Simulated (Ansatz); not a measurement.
NbIr (model structure, Pmma, No. 51, 4 atoms in the cell), treated with PBEsol in Ansatz (PAW).

Settings: plane-wave cutoff 520 eV, 12×18×12 k mesh (along the axes of the cell as run), Fermi–Dirac smearing 0.05 eV, no spin polarisation, scalar-relativistic PAW data made under PBE.

Cell (relaxed at this level):

```cif
data_Ir2Nb2
_chemical_formula_sum 'Ir2 Nb2'
_space_group_name_H-M_alt 'Pmma'
_space_group_IT_number 51
_space_group_name_Hall '-P 2a 2a'
_cell_length_a 4.56060
_cell_length_b 2.81431
_cell_length_c 4.87536
_cell_angle_alpha 90.000
_cell_angle_beta 90.000
_cell_angle_gamma 90.000
loop_
_space_group_symop_operation_xyz
  'x, y, z'
  '-x, -y, -z'
  '-x+1/2, -y, z'
  'x+1/2, y, -z'
  'x+1/2, -y, -z'
  '-x+1/2, y, z'
  '-x, y, -z'
  'x, -y, z'
loop_
_atom_site_label
_atom_site_type_symbol
_atom_site_symmetry_multiplicity
_atom_site_Wyckoff_symbol
_atom_site_fract_x
_atom_site_fract_y
_atom_site_fract_z
_atom_site_occupancy
Ir1 Ir 2 e 0.75000 0.00000 0.18599 1
Nb1 Nb 2 f 0.25000 0.50000 0.30822 1
```

Q: Give the computed bulk modulus B0.

A: 
- bulk modulus B0 = 274 GPa

Note: the run has no spin polarisation, so it can have missed a magnetic state; the bulk modulus is −V dP/dV from two relaxed cells at ±2 % in volume; the relaxation could raise the start's symmetry but not lower it, so the cell can be a saddle point.

Spin–orbit coupling is not included.

The computed numbers hold no vibrational or temperature effects.

A model structure was made by putting elements into a prototype or built by hand; it is no filed structure, need not be a known phase, and can be a saddle point held by its symmetry.

Ansatz is an electronic-structure program.
